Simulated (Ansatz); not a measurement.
**Effect of electrons 2.0×10^22 cm⁻³ on SiO2**

Consider SiO2 in the rutile structure (space group P4_2/mnm, No. 136; a = 4.236 Å, c = 2.690 Å).

One thing is altered: electron doping at 2.0×10^22 cm⁻³ (0.966 per cell), with a uniform compensating background at fixed cell and a 300 K Fermi–Dirac width.

Computed with Ansatz (a first-principles code) PBE, without spin-orbit coupling. Settings: 11×11×17 k-points, 0.0259 eV Fermi–Dirac smearing.

Gap between the host's bands: 4.62 eV (base 5.04 eV)
Gap character: direct at Γ (base direct at Γ)
Valley order (the lowest conduction-band minima on the path, energy above the VBM, named in the base's zone): Γ 4.62 eV; A (1/2, 1/2, 1/2) 5.98 eV (base Γ 5.04 eV; A (1/2, 1/2, 1/2) 6.84 eV)
Largest internal atomic displacement: 0.069 Å
Fermi level relative to the doped band's edge (positive inside the band; to 0.05 eV): +2.35 eV

Charged cell with a jellium background: band edges are those of the host's band count, energies are not comparable with the neutral cell, and many-body gap narrowing is missing. Whether these cells are dynamically stable was not tested.
